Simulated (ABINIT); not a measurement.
Worked example: self-consistent single point of Zr₂Au (I4/mmm, 3 atoms in the cell) in ABINIT.

Computed with PBEsol, PAW (JTH v2.0 PBE PAW, files made for PBE) (plane waves; ABINIT 10.0.3).

The change in words: lattice scaled by 0.98. Reference geometry:
```yaml
crystal:
  lattice:
    - [-1.65018, 1.65018, 5.82547]
    - [1.65018, -1.65018, 5.82547]
    - [1.65018, 1.65018, -5.82547]
  atoms:
    - { symbol: Zr, position: [0.65970, 0.65970, 0.00000] }
    - { symbol: Zr, position: [0.34030, 0.34030, 0.00000] }
    - { symbol: Au, position: [0.00000, 0.00000, 0.00000] }
```

Reference input (self-consistent single point, DFT, PBEsol, plane waves, PAW (JTH v2.0 PBE PAW, files made for PBE)): pseudos = [Zr.GGA_PBE-JTH.xml, Au.GGA_PBE-JTH.xml]; ecut = 26 Ha; pawecutdg = 52 Ha; pawxcdev = 0; ixc = -116133; occopt = 3; tsmear = 0.05 eV; ngkpt = 10 10 10; nshiftk = 1; shiftk = 0 0 0; potentials = JTH v2.0 PBE PAW; nband = 24. This run's input differs from it in these lines:

```diff
@@ -5,5 +5,5 @@
 rprim
-        -1.6501800000    1.6501800000    5.8254750000
-         1.6501800000   -1.6501800000    5.8254750000
-         1.6501800000    1.6501800000   -5.8254750000
+        -1.6171760000    1.6171760000    5.7089660000
+         1.6171760000   -1.6171760000    5.7089660000
+         1.6171760000    1.6171760000   -5.7089660000
 natom 3
@@ -13,4 +13,4 @@
 xcart
-        -0.0000000000   -0.0000000000    7.6861317150
-        -0.0000000000   -0.0000000000    3.9648182850
+         0.0000000000    0.0000000000    7.5324097404
+         0.0000000000    0.0000000000    3.8855222596
          0.0000000000    0.0000000000    0.0000000000
```

The program printed (abridged):

```
--- !BeginCycle
solver: {iscf: 17, nstep: 60, nline: 4, wfoptalg: 10, }
tolerances: {tolvrs: 1.00E-12, }
...

     iter   Etot(hartree)      deltaE(h)  residm     nres2
 ETOT  1  -128.95350650905    -1.290E+02 5.722E-01 1.312E+02
 ETOT  2  -129.36359017086    -4.101E-01 2.399E-02 9.761E+01
 ETOT  3  -129.24448289106     1.191E-01 7.513E-03 1.855E+01
 ETOT  4  -129.25115363802    -6.671E-03 6.430E-03 1.713E+00
 ETOT  5  -129.25441985430    -3.266E-03 5.092E-03 1.076E+00
   [... 21 lines left out ...]
 ETOT 27  -129.25472558233     3.610E-12 5.527E-05 2.550E-12
 ETOT 28  -129.25472558233    -4.263E-13 4.918E-05 3.079E-12
 ETOT 29  -129.25472558234    -4.519E-12 4.636E-05 1.414E-12
 ETOT 30  -129.25472558233     4.036E-12 4.091E-05 5.797E-14
 At SCF step   30       nres2   =  5.80E-14 < tolvrs=  1.00E-12 =>converged.

 Cartesian components of stress tensor (hartree/bohr^3)
  sigma(1 1)= -1.37290426E-04  sigma(3 2)=  0.00000000E+00
  sigma(2 2)= -1.37290426E-04  sigma(3 1)=  0.00000000E+00
  sigma(3 3)= -1.42381754E-04  sigma(2 1)=  0.00000000E+00

 ----iterations are completed or convergence reached----

 reduced coordinates (array xred) for    3 atoms
       0.659700000000      0.659700000000      0.000000000000
       0.340300000000      0.340300000000      0.000000000000
       0.000000000000      0.000000000000      0.000000000000
 cartesian forces (eV/Angstrom) at end:
    1     -0.00000000000000     0.00000000000000     0.02735193943669
    2     -0.00000000000000    -0.00000000000000    -0.02735193943669
   [... lines left out ...]
 Fermi (or HOMO) energy (eV) =  11.20697   Average Vxc (eV)= -11.75691
   [... lines left out ...]
'-kT*entropy'       : -5.32724069254098E-04
total_energy        : -1.29254725461138E+02
total_energy_eV     : -3.51719995024194E+03
...

-Cartesian components of stress tensor (GPa)         [Pressure=  4.0892E+00 GPa]
- sigma(1 1)= -4.03922310E+00  sigma(3 2)=  0.00000000E+00
- sigma(2 2)= -4.03922310E+00  sigma(3 1)=  0.00000000E+00
- sigma(3 3)= -4.18901512E+00  sigma(2 1)=  0.00000000E+00

 Calculation completed.
```

The run converged in 30 iterations. Against the reference run the free energy hardly moves (within 1 meV/atom), the pressure goes from -3.92 to 4.09 GPa and the largest force goes from 0.015 to 0.027 eV/Å.

The starting cell comes from a database of computed structures (which also holds hypothetical and non-ambient phases and stackings), without a prior relaxation at this level. For this run, on top of that: lattice scaled by 0.98. The potentials were made for another functional than the one used. With a pressure of about 4 GPa the cell is away from its equilibrium volume at this level.

Cost on one core of a shared machine: roughly 9 min.
